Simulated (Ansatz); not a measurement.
Take KCl in the rock salt structure (space group Fm-3m, No. 225; a = 6.244 Å) as the base. Axes: x, y, z lie along the cube axes.

All numbers come from PBEsol (Ansatz, a program for electronic structure, PAW, no SOC).

Before the change:

The band gap is 5.10 eV.

It is then changed as follows: uniaxial strain ε_zz = +3.04 %, all other strain components held at zero, atoms relaxed at fixed cell.

Problem. What does the calculation give for the stress after the change?

Solution. The stress (xx, yy, zz, yz, xz, xy; compression positive) comes out as (-0.18, -0.18, -1.05, 0.00, 0.00, 0.00) GPa.

Problem. How does this affect the band gap?

Solution. The band gap shrinks by 0.10 eV, from 5.10 eV to 5.00 eV.

Stability against distortions was not tested.
